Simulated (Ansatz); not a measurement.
**BAs (model structure, P6₂22, No. 180, 6 atoms in the cell)**

These are PBEsol (Ansatz, an electronic-structure program, plane waves, PAW) values and carry that method's errors.

Numerical settings: plane-wave cutoff 520 eV, 18×18×8 k mesh (along the axes of the cell as run), Fermi–Dirac smearing 0.05 eV, scalar-relativistic PAW data made under PBE.

Cell (relaxed at this level):

```
CELL_PARAMETERS angstrom
      3.42906     0.00000     0.00000
     -1.71453     2.96965     0.00000
      0.00000     0.00000     7.40305
ATOMIC_POSITIONS crystal
  B  0.50000 0.00000 0.66667
  B  0.00000 0.50000 0.33333
  B  0.50000 0.50000 0.00000
  As 0.50000 0.00000 0.16667
  As 0.00000 0.50000 0.83333
  As 0.50000 0.50000 0.50000
```

For BAs (model structure, P6₂22, No. 180, 6 atoms in the cell), the band gap is 0.31 eV (on the SCF k mesh) and the bulk modulus is 148 GPa.

Note: the bulk modulus is −V dP/dV from two relaxed cells at ±2 % in volume; the relaxation could raise the start's symmetry but not lower it, so the cell can be a saddle point.

Spin–orbit coupling is not included.

Static lattice: no zero-point or thermal effects.

It cost roughly 5 core-minutes of CPU time.

A model structure was made by putting elements into a prototype or built by hand; it is no filed structure, need not be a known phase, and can be a saddle point held by its symmetry.
